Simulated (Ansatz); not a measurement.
Take PbTe in the rock salt structure (space group Fm-3m, No. 225) as the base.

```xyz
2
Lattice="0.0000 3.1898 3.1898 3.1898 0.0000 3.1898 3.1898 3.1898 0.0000" Properties=species:S:1:pos:R:3 pbc="T T T"
Te     3.1898     3.1898     3.1898
Pb     0.0000     0.0000     0.0000
```

Cartesian axes are those of the cell as printed.

Computed with LDA/PAW in Ansatz (a first-principles code), no spin-orbit coupling.

Base values:

Hole mass: 0.33 mₑ along k, 0.065 mₑ across (at L)

Perturbation: compressive biaxial strain of 1.67 % in the plane normal to [111], as in epitaxy on a mismatched substrate; the out-of-plane cell vector and the atoms relax.

**Question.** Estimate the effect on the ratio −ε⊥/ε∥.

**Answer.** The ratio −ε⊥/ε∥ comes out as 1.10.

**Question.** What does the calculation give for the in-plane stress after the change?

**Answer.** The mean in-plane stress (compression positive) comes out as +1.2 GPa.

**Question.** How does this affect the hole mass?

**Answer.** The hole mass goes from 0.33 mₑ along k, 0.065 mₑ across (at L) to 0.26 mₑ along k, 0.059 mₑ across (at L).

Spin-orbit coupling, missing from the scalar runs, can matter with Pb and Te. The levels and masses belong to the bands next to the band gap. Masses are band curvatures over ±0.01 Å⁻¹ around the edge. Along k means along the line from Γ to the band edge. Stability against distortions was not tested.
